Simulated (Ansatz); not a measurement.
Structures of equal composition on the (113) surface of germanium: 1 pair of surface atoms bonded, Si on one of 4 surface atoms, no caps; 1 pair of surface atoms bonded, Si on one of 4 atoms of the third shell, no caps. The slabs share one bottom face, and each structure is named by its start. These are constructed structures in small cells; real faces may alloy, dewet or reconstruct in larger ones, and not all known structures of the face are among them. Slabs of about 14 Å with all that they carry, Fermi-Dirac smearing of 0.025 eV. Bottom of the slabs: built like the top, H on every dangling bond, free. Relaxed from the named starts with such symmetry as they have, on meshes of like density; energies extrapolated to zero smearing; no spin-orbit coupling, no U. Spin-polarised runs, if any, are marked in brackets, and their order is one that fits the cell; the others ran without spin. Where a second, spin-polarised start was run, the lower counts.

Calculation: PBE (plane waves to 420 eV, PAW; Ansatz, a quantum-chemistry and plane-wave program).

**Question.** Order them by energy per 1x1 cell (lowest first) at the level PBE.

**Answer.** 1 pair of surface atoms bonded, Si on one of 4 atoms of the third shell, no caps (0.000 eV, gap 0.41 eV on the mesh), 1 pair of surface atoms bonded, Si on one of 4 surface atoms, no caps (0.177 eV, gap 0.39 eV on the mesh)
